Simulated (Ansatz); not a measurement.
Base system: InAs in the zinc blende structure (space group F-43m, No. 216).

```xyz
2
Lattice="0.0000 3.0548 3.0548 3.0548 0.0000 3.0548 3.0548 3.0548 0.0000" Properties=species:S:1:pos:R:3 pbc="T T T"
In     0.0000     0.0000     0.0000
As     1.5274     1.5274     1.5274
```

Calculations: Kohn–Sham DFT with the r2SCAN functional, run in Ansatz (a first-principles code) with PAW and 500 eV plane waves, no SOC.

For the base:

```
Quantity   Result
--------  -------
Pressure  0.0 GPa
Band gap  0.08 eV
```

Perturbation: every lattice vector is stretched by 1.50 %, atoms relaxed at fixed cell.

Q: What happens to the pressure, band gap and energy relative to the base?

A: The pressure goes from zero to -2.3 GPa; the band gap becomes zero (base: 0.08 eV); the energy goes up by 9.8 meV/atom.

The cells carry an imposed strain or load. No phonon test of stability was made. All final runs are without spin polarisation. The zero or small gap of InAs can change with the level of theory.
